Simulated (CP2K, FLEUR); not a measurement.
A FLEUR input for a self-consistent single point of TiFeH2 (Pmc2_1, 8 atoms in the cell) (DFT, LDA (Perdew-Zunger), all-electron FLAPW (FLEUR), scalar-relativistic valence):

Input of the input generator:

```
TiFeH2 crystal
&input film=f /
2.8081100000 0.0000000000 0.0000000000
0.0000000000 4.7379310000 0.0000000000
0.0000000000 0.0000000000 4.5545120000
1.8897261246
1.0 1.0 1.0

8
22 0.5000000000 0.2998200000 0.2899400000
22 0.5000000000 0.7001800000 0.7899400000
26 0.0000000000 0.1870300000 0.7896800000
26 0.0000000000 0.8129700000 0.2896800000
1 0.5000000000 0.9324600000 0.4495200000
1 0.5000000000 0.0675400000 0.9495200000
1 0.0000000000 0.4785600000 0.5528500000
1 -0.0000000000 0.5214400000 0.0528500000

&comp jspins=1 /
&exco xctyp='pz' /
&kpt div1=8 div2=5 div3=5 gamma=t /
&end /
```

```xml
<?xml version="1.0" encoding="UTF-8" standalone="no"?>
<fleurInput fleurInputVersion="0.39">
   <comment>
      TiFeH2 crystal                                                                                      
   </comment>
   <calculationSetup>
      <cutoffs Kmax="4.7" Gmax="18.8" GmaxXC="18.8" numbands="0"/>
      <scfLoop itmax="80" minDistance="0.00001" maxIterBroyd="15" imix="Anderson" alpha="0.05" precondParam="0.0" spinf="2.0"/>
      <coreElectrons ctail="T" frcor="F" kcrel="0" coretail_lmax="0"/>
      <xcFunctional name="pz" relativisticCorrections="F"/>
      <magnetism jspins="1"/>
      <soc l_soc="F" theta="0.0" phi="0.0" spav="F"/>
      <expertModes spex="0" secvar="F"/>
      <geometryOptimization l_f="T" forcealpha="1.0" forcemix="BFGS" epsdisp="0.00001" epsforce="0.00001"/>
      <ldaU l_linMix="F" mixParam="0.05" spinf="1.0"/>
   </calculationSetup>
   <cell>
      <bzIntegration valenceElectrons="60.0" mode="gauss" fermiSmearingEnergy="0.00367493">
         <kPointListSelection listName="default-1"/>
         <!-- k-points included here -->
         <xi:include xmlns:xi="http://www.w3.org/2001/XInclude" href="kpts.xml"> </xi:include>
      </bzIntegration>
      <!-- symmetry operations included here -->
      <xi:include xmlns:xi="http://www.w3.org/2001/XInclude" href="sym.xml"> </xi:include>
      <bulkLattice scale="1.0">
         <bravaisMatrix>
            <row-1>    5.3065588277505062     0.0000000000000000     0.0000000000000000</row-1>
            <row-2>    0.0000000000000000     8.9533919872522016     0.0000000000000000</row-2>
            <row-3>    0.0000000000000000     0.0000000000000000     8.6067803112041936</row-3>
         </bravaisMatrix>
      </bulkLattice>
   </cell>
   <atomSpecies>
      <species name="Titanium (Ti)" element="Ti" atomicNumber="22">
         <mtSphere radius="2.43" gridPoints="839" logIncrement="0.014"/>
         <atomicCutoffs lmax="10" lnonsphr="8"/>
         <electronConfig flipSpins="F">
            <coreConfig>(1s1/2) (2s1/2) (2p1/2) (2p3/2)</coreConfig>
            <valenceConfig>(3s1/2) (3p1/2) (3p3/2) (4s1/2) (3d3/2) (3d5/2)</valenceConfig>
            <stateOccupation state="(3d3/2)" spinUp="0.4" spinDown="0.4"/>
            <stateOccupation state="(3d5/2)" spinUp="0.6" spinDown="0.6"/>
         </electronConfig>
         <energyParameters s="4" p="4" d="3" f="4"/>
         <lo type="SCLO" l="0" n="3" eDeriv="0"/>
         <lo type="SCLO" l="1" n="3" eDeriv="0"/>
      </species>
      <species name="Iron (Fe)" element="Fe" atomicNumber="26">
         <mtSphere radius="2.07" gridPoints="715" logIncrement="0.017"/>
         <atomicCutoffs lmax="8" lnonsphr="6"/>
         <electronConfig flipSpins="F">
            <coreConfig>(1s1/2) (2s1/2) (2p1/2) (2p3/2)</coreConfig>
            <valenceConfig>(3s1/2) (3p1/2) (3p3/2) (4s1/2) (3d3/2) (3d5/2)</valenceConfig>
            <stateOccupation state="(3d3/2)" spinUp="1.2" spinDown="1.2"/>
            <stateOccupation state="(3d5/2)" spinUp="1.8" spinDown="1.8"/>
         </electronConfig>
         <energyParameters s="4" p="4" d="3" f="4"/>
         <lo type="SCLO" l="0" n="3" eDeriv="0"/>
         <lo type="SCLO" l="1" n="3" eDeriv="0"/>
      </species>
      <species name="Hydrogen (H)" element="H" atomicNumber="1">
         <mtSphere radius="0.90" gridPoints="311" logIncrement="0.026"/>
         <atomicCutoffs lmax="6" lnonsphr="4"/>
         <electronConfig flipSpins="F">
            <coreConfig></coreConfig>
            <valenceConfig>(1s1/2)</valenceConfig>
            <stateOccupation state="(1s1/2)" spinUp="0.5" spinDown="0.5"/>
         </electronConfig>
         <energyParameters s="1" p="2" d="3" f="4"/>
      </species>
   </atomSpecies>
   <atomGroups>
      <atomGroup species="Titanium (Ti)">
         <relPos label="                   1">1.000/2.000 .2998200000 .2899400000</relPos>
         <relPos label="                   2">1.000/2.000 -.2998200000 -.2100600000</relPos>
         <force calculate="T" relaxXYZ="TTT"/>
      </atomGroup>
      <atomGroup species="Iron (Fe)">
         <relPos label="                   3">.0000000000 .1870300000 -.2103200000</relPos>
         <relPos label="                   4">.0000000000 -.1870300000 .2896800000</relPos>
         <force calculate="T" relaxXYZ="TTT"/>
      </atomGroup>
      <atomGroup species="Hydrogen (H)">
         <relPos label="                   5">1.000/2.000 -.0675400000 .4495200000</relPos>
         <relPos label="                   6">1.000/2.000 .0675400000 -.0504800000</relPos>
         <force calculate="T" relaxXYZ="TTT"/>
      </atomGroup>
      <atomGroup species="Hydrogen (H)">
         <relPos label="                   7">.0000000000 .4785600000 -.4471500000</relPos>
         <relPos label="                   8">.0000000000 -.4785600000 .0528500000</relPos>
         <force calculate="T" relaxXYZ="TTT"/>
      </atomGroup>
   </atomGroups>
   <output dos="F" band="F" slice="F">
      <checks vchk="F" cdinf="F"/>
      <bandDOS minEnergy="-.5*Htr" maxEnergy="0.5*Htr" sigma="0.015" storeEVData="T"/>
      <vacuumDOS vacdos="F" integ="F" star="F" nstars="0" locx1="0.0" locy1="0.0" locx2="0.0" locy2="0.0" nstm="0" tworkf="0.0"/>
      <unfoldingBand unfoldBand="F" supercellX="1" supercellY="1" supercellZ="1"/>
      <plotting iplot="0" polar="F">
         <plot TwoD="T" vec1="  1.0  0.0  0.0" vec2="  0.0  1.0  0.0" vec3="  0.0  0.0  1.0" zero="  0.0  0.0  0.0" file="plot"/>
      </plotting>
      <chargeDensitySlicing numkpt="0" minEigenval="0.0" maxEigenval="0.0" nnne="0" pallst="F"/>
      <specialOutput eonly="F"/>
      <magneticCircularDichroism mcd="F" energyLo="-10.0" energyUp="0.0"/>
   </output>
  <!-- We include the file relax.xml here to enable relaxations (see documentation) -->
  <xi:include xmlns:xi="http://www.w3.org/2001/XInclude" href="relax.xml"> <xi:fallback/> </xi:include>
</fleurInput>
```

Task: Write the same calculation as an input for CP2K.

Result: This is the input that was run; spellings and numerical settings could be chosen otherwise.

```
&GLOBAL
  PROJECT run
  RUN_TYPE ENERGY_FORCE
  PRINT_LEVEL MEDIUM
&END GLOBAL
&FORCE_EVAL
  METHOD Quickstep
  STRESS_TENSOR ANALYTICAL
  &DFT
    BASIS_SET_FILE_NAME BASIS_MOLOPT
    POTENTIAL_FILE_NAME GTH_POTENTIALS
    &QS
      METHOD GPW
      EPS_DEFAULT 1E-10
    &END QS
    &MGRID
      CUTOFF 600
      REL_CUTOFF 40
      NGRIDS 5
    &END MGRID
    &SCF
      SCF_GUESS ATOMIC
      EPS_SCF 1E-6
      MAX_SCF 100
      ADDED_MOS 11
      &DIAGONALIZATION
        ALGORITHM STANDARD
      &END DIAGONALIZATION
      &MIXING
        METHOD BROYDEN_MIXING
        ALPHA 0.2
        NBUFFER 10
      &END MIXING
      &SMEAR ON
        METHOD GAUSSIAN
        SIGMA [eV] 0.1
      &END SMEAR
    &END SCF
    &KPOINTS
      SCHEME MONKHORST-PACK 8 5 5
      GAMMA_CENTERED T
    &END KPOINTS
    &XC
      &XC_FUNCTIONAL PADE
      &END XC_FUNCTIONAL
    &END XC
    &PRINT
      &MO
        EIGENVALUES T
        OCCUPATION_NUMBERS T
        NDIGITS 8
        FILENAME mo
        &EACH
          QS_SCF 0
        &END EACH
        ADD_LAST NUMERIC
      &END MO
      &MULLIKEN ON
      &END MULLIKEN
    &END PRINT
  &END DFT
  &SUBSYS
    &CELL
      A 2.80811000 0.00000000 0.00000000
      B 0.00000000 4.73793100 0.00000000
      C 0.00000000 0.00000000 4.55451200
      PERIODIC XYZ
    &END CELL
    &COORD
      SCALED
      Ti       0.50000000     0.29982000     0.28994000
      Ti       0.50000000     0.70018000     0.78994000
      Fe       0.00000000     0.18703000     0.78968000
      Fe       0.00000000     0.81297000     0.28968000
      H        0.50000000     0.93246000     0.44952000
      H        0.50000000     0.06754000     0.94952000
      H        0.00000000     0.47856000     0.55285000
      H        0.00000000     0.52144000     0.05285000
    &END COORD
    &KIND Ti
      BASIS_SET DZVP-MOLOPT-SR-GTH-q12
      POTENTIAL GTH-PADE-q12
    &END KIND
    &KIND Fe
      BASIS_SET DZVP-MOLOPT-SR-GTH-q16
      POTENTIAL GTH-PADE-q16
    &END KIND
    &KIND H
      BASIS_SET DZVP-MOLOPT-SR-GTH-q1
      POTENTIAL GTH-PADE-q1
    &END KIND
  &END SUBSYS
  &PRINT
    &FORCES ON
    &END FORCES
    &STRESS_TENSOR ON
    &END STRESS_TENSOR
  &END PRINT
&END FORCE_EVAL
```

Basis, cutoffs, solver keys and any potentials are the target program's own. This input uses DFT LDA (Pade form), GPW, DZVP-MOLOPT-SR-GTH basis, GTH-PADE potentials (GTH_POTENTIALS). LDA parametrisations can differ slightly between programs.

The starting cell comes from a database of computed structures (which also holds hypothetical and non-ambient phases and stackings), without a prior relaxation at this level. Its lattice was rescaled by a random factor within 2.5 % of one.
